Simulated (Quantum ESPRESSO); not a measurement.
**Short convergence ladders for KVF₃ (P4mm, 5 atoms in the cell)**

```
CELL_PARAMETERS angstrom
      4.15001     0.00000     0.00000
      0.00000     4.15001     0.00000
      0.00000     0.00000     4.15001
ATOMIC_POSITIONS crystal
  K  0.00000 0.00000 0.01205
  V  0.50000 0.50000 0.50000
  F  0.00000 0.50000 0.50000
  F  0.50000 0.00000 0.50000
  F  0.50000 0.50000 0.00000
```
Moments meant for the start (each program seeds them in its own way; μB, in the order of the atoms K V F F F): 0.0 2.0 0.0 0.0 0.0.

Base method: LDA (PW92), PseudoDojo standard norm-conserving (LDA) pseudopotentials (plane waves; Quantum ESPRESSO).

Base settings: ecutwfc = 85 Ry; occupations = smearing; smearing = fermi-dirac; degauss = 0.000734986 Ry; nspin = 2; potentials = {K: K.upf, V: V.upf, F: F.upf}; K_POINTS = automatic 2 2 2 0 0 0; conv_thr = 1e-10 Ry; mixing_beta = 0.2.

The count of work is k-points × plane waves × bands × iterations; it is no time. Core times come from one kind of shared machine, to one figure; runs under 30 s give none.

**The cutoff for other potential files**

Level: DFT, LDA (PZ), plane waves, GBRV 1.5 ultrasoft (LDA) pseudopotentials.

In this ladder: pseudopotentials = {K: k_lda_v1.4.uspp.F.UPF, V: v_lda_v1.4.uspp.F.UPF, F: f_lda_v1.4.uspp.F.UPF}. Moved along: ecutrho.

The mesh stays at the base's, so the ladder's end is converged at best in this setting alone.

Only quantities that move along the ladder and can be compared are tabulated; the gap is left out on so coarse a mesh.

| ecutwfc | free energy less the last step's (meV/atom) | pressure (GPa) | largest difference of a force vector from the last step's (eV/Å) | count of work / last | core time / last (rough) |
|---|---|---|---|---|---|
| 22 Ry | 2232.28 | -113.27 | 0.014 | 0.12 | – |
| 28 Ry | 357.97 | -28.49 | 0.006 | 0.14 | 0.2 |
| 35 Ry | 48.17 | -9.82 | 0.000 | 0.21 | 0.3 |
| 42 Ry | 8.00 | -6.59 | 0.000 | 0.29 | 0.4 |
| 50 Ry | 4.10 | -6.14 | 0.000 | 0.37 | 0.6 |
| 60 Ry | 3.08 | -6.19 | 0.000 | 0.47 | 0.7 |
| 75 Ry | 0.96 | -6.16 | 0.000 | 0.66 | 1.0 |
| 100 Ry | 0.00 | -6.14 | 0.000 | 1.0 | 1 |

Coarsest ecutwfc that holds the pressure within 0.2 GPa of the last step, with all finer ones: 50 Ry, at 0.37 of the last step's count of work; the step before is off by 0.45 GPa.

Coarsest ecutwfc that holds the forces within 0.01 eV/Å of the last step, with all finer ones: 28 Ry, at 0.14 of the last step's count of work and about 0.2 of the last step's time; the step before is off by 0.014 eV/Å.

Coarsest ecutwfc that holds the free energy within 5 meV/atom of the last step, with all finer ones: 50 Ry, at 0.37 of the last step's count of work; the step before is off by 8.0 meV/atom.

At the lowest cutoff the pressure lies 107 GPa under the last step's, the usual sign of Pulay stress in an incomplete plane-wave basis.

**The density cutoff**

The mesh stays at the base's, so the ladder's end is converged at best in this setting alone.

Only quantities that move along the ladder and can be compared are tabulated; the gap is left out on so coarse a mesh.

| ecutrho | free energy less the last step's (meV/atom) | pressure (GPa) |
|---|---|---|
| 170 Ry | -1.66 | -6.11 |
| 255 Ry | 0.00 | -6.30 |
| 340 Ry | 0.00 | -6.30 |
| 425 Ry | 0.00 | -6.30 |
| 510 Ry | 0.00 | -6.30 |
| 680 Ry | 0.00 | -6.30 |
| 850 Ry | 0.00 | -6.30 |
| 1360 Ry | 0.00 | -6.30 |

Coarsest ecutrho that holds the free energy within 0.5 meV/atom of the last step, with all finer ones: 255 Ry; the step before is off by 1.7 meV/atom.

Coarsest ecutrho that holds the pressure within 0.05 GPa of the last step, with all finer ones: 255 Ry; the step before is off by 0.19 GPa.

**The relaxed cell against the cutoff**

On KVF3 (Pm-3m, 5 atoms in the cell): atoms on their sites.

In this ladder: calculation = vc-relax; tprnfor = default; tstress = default.

The mesh stays at the base's, so the ladder's end is converged at best in this setting alone.

Only quantities that move along the ladder and can be compared are tabulated; the gap is left out on so coarse a mesh.

The magnetic state is not the same in all runs (site moments differ, or a search went on to a lower state), so steps between rows are not convergence errors alone.

| ecutwfc | relaxed volume (Å³/atom) | relaxation steps | core time / last (rough) |
|---|---|---|---|
| 42 Ry | 9.594 | 4 | 0.1 |
| 59 Ry | 12.284 | 3 | 0.09 |
| 72 Ry | 13.093 | 3 | 0.2 |
| 85 Ry | 13.159 | 3 | 0.3 |
| 128 Ry | 13.158 | 3 | 0.4 |
| 170 Ry | 13.158 | 3 | 1 |

Coarsest ecutwfc that holds the relaxed volume within 0.013 Å³/atom of the last step, with all finer ones: 85 Ry, at about 0.3 of the last step's time; the step before is off by 0.065 Å³/atom.

At the lowest cutoff the cell relaxes to a volume 27 % smaller than at the highest.

On the base run: the starting cell comes from a database of computed structures (which also holds hypothetical and non-ambient phases and stackings), without a prior relaxation at this level. Its lattice was rescaled by up to half a per cent. One atom was moved a little off its site on purpose. With one magnetic atom in the cell only a parallel order is possible. The mesh is very coarse (it stands for a supercell whose shortest vector is 8 Å): a converged loop gives no converged values here.

Left out of this page: 1 run of the series failed or unconverged.
